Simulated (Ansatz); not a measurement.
Functionals compared on Cl on the 1x1 (100) surface of monoclinic HfO2 (cut with top plane 2 O), one in a 1x1 cell, started at the site 'hollow O-O-O over O at depth 6.8 Å', in Ansatz (plane waves, PAW). The structure was relaxed with PBE; the other rows are single points on it, each with its references at the same level. Cutoff 420 eV (500 eV for r2SCAN). The points keep PBE's geometry, so the relaxation of a polaron and the settling of charge on one site are left out.

Host crystal: monoclinic HfO2, with a band gap (PBE, scalar-relativistic without spin-orbit coupling).

Model: 25-atom slab, 9.3 Å thick at the start under the adsorbate (thin: gaps and levels are the slab's own), 4x4x1 mesh, Fermi-Dirac 0.01 eV, dipole correction, 12 atoms held, the rest relaxed; no symmetry held; spin-polarised, ending with about 1.0 μB a cell; orders that need a larger cell were not tried, no spin-orbit, no U, no dispersion correction. At the end it is bonded to Hf. In PBE it is, or lies within 0.03 eV of, the lowest of the starts that converged. These notes are the PBE run's. RPBE: The program's check for a lower electronic state was not made. r2SCAN: The program's check for a lower electronic state was not made. Adsorption energies are against ½ Cl2(g). A negative adsorption energy means that the adsorbate is more stable on the surface than in its reference.

| functional | adsorption energy (eV) | gap of the slab on its k-mesh (eV) | highest filled level below the top vacuum level (eV) | magnetic moment of the cell (μB) | rough cost of the single point |
|---|---|---|---|---|---|
| PBE | -0.01 | 0.45 | 7.59 | 1.00 | – |
| RPBE | 0.15 | 0.48 | 7.50 | 1.00 | very roughly 5 core-minutes |
| r2SCAN | -0.22 | 0.85 | 7.96 | 1.00 | about 11 core-minutes (a rough figure) |

Ansatz is a quantum-chemistry and plane-wave program.
